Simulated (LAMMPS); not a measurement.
Consider a symmetric tilt boundary about [001] in Si (diamond structure), boundary plane (310) of one grain on (3-10) of the other (0 K).

Model: classical force field (static), pair style meam/spline, file Si_2.meam.spline (LAMMPS).

Starting crystal:

```cif
data_Si8
_chemical_formula_sum 'Si8'
_space_group_name_H-M_alt 'Fd-3m :1'
_space_group_IT_number 227
_space_group_name_Hall 'F 4d 2 3 -1d'
_cell_length_a 5.43114
_cell_length_b 5.43114
_cell_length_c 5.43114
_cell_angle_alpha 90.000
_cell_angle_beta 90.000
_cell_angle_gamma 90.000
loop_
_atom_site_label
_atom_site_type_symbol
_atom_site_symmetry_multiplicity
_atom_site_Wyckoff_symbol
_atom_site_fract_x
_atom_site_fract_y
_atom_site_fract_z
_atom_site_occupancy
Si1 Si 8 b 0.50000 0.50000 0.50000 1
```

Question: What does the simulation give for the disorientation (full cubic symmetry), the excess volume, the boundary energy (lowest found), the largest excess energy of an atom?

Answer: disorientation (full cubic symmetry): 36.87 °; excess volume: 0.02 Å; boundary energy (lowest found): 0.547 J/m²; largest excess energy of an atom: 0.25 eV.
